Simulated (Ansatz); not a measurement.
A computed series for AlRu: response to strain

The parent structure is AlRu in the CsCl type structure (space group Pm-3m, No. 221; a = 2.983 Å; relaxed with 0.1 eV smearing). Axes: x, y, z lie along the cube axes.

Strains are applied to the cell and any free atomic positions relax.

The values are results of r2SCAN (Ansatz, a quantum-chemistry and plane-wave program; PAW; 500 eV plane waves; spin-orbit coupling left out), not measurements.

Notes on the quantities. pressure: mean of the normal stresses, compression positive; energy relative to the base: free energy F.

| variant | shortest interatomic distance | pressure | energy relative to the base |
|---|---|---|---|
| base | 2.583 Å | 0.0 GPa | 0 meV/atom |
| uniaxial strain ε_zz = −3.00 % | ___ | 7.3 GPa | +14 meV/atom |
| uniaxial strain ε_zz = −2.50 % | 2.562 Å | 6.0 GPa | +9.5 meV/atom |
| uniaxial strain ε_zz = −2.00 % | 2.566 Å | 4.7 GPa | +6.0 meV/atom |
| uniaxial strain ε_zz = −1.50 % | 2.571 Å | 3.5 GPa | ___ |
| uniaxial strain ε_zz = −1.00 % | 2.575 Å | 2.3 GPa | ___ |
| uniaxial strain ε_zz = −0.50 % | 2.579 Å | 1.1 GPa | +0.4 meV/atom |

Problem. What belongs in the blanks?

Solution. 
- uniaxial strain ε_zz = −3.00 %, shortest interatomic distance: 2.558 Å
- uniaxial strain ε_zz = −1.50 %, energy relative to the base: +3.4 meV/atom
- uniaxial strain ε_zz = −1.00 %, energy relative to the base: +1.5 meV/atom

No phonon test of stability was made. All final runs are without spin polarisation.
